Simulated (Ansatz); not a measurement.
Where the default PAW files enter, the runs use the earlier of Ansatz's two default sets.

Consider the following.

```xyz
4
Lattice="3.8058 0.0000 0.0000 0.0000 6.2380 0.0000 1.9029 0.0000 3.2959" Properties=species:S:1:pos:R:3 pbc="T T T"
Zn     1.9029     6.2371     1.0986
Zn     3.8058     3.1181     2.1973
S      1.9029     3.8996     1.0986
S      3.8058     0.7806     2.1973
```

Space group of this cell: P6_3mc, wurtzite. The cell is taken as given.

Calculation: r2SCAN (plane waves, PAW; Ansatz, an electronic-structure program).

The current runs along the normal of the first two printed vectors; no spin-orbit coupling. Scaled by the factor s: all lengths (ions clamped). Meshes 10×6×10 and 8×6 across the current in all rows.

```tsv
s	mean pressure (GPa)	slowest mid-gap decay constant κ (1/Å)
0.98	5.6	?
1.00	0.2	0.187
1.02	-3.9	0.174
```

Task: Take the slope of the slowest mid-gap decay constant κ against ln s from the two given rows, extrapolate to s = 0.98, and say what the run there gives.

Result: Slope = (0.174 − 0.187) / ln 1.02 = -0.656 1/Å. The line gives 0.187 + (-0.656) × ln 0.98 = 0.200 1/Å. The run gives 0.200 1/Å, as the line does.
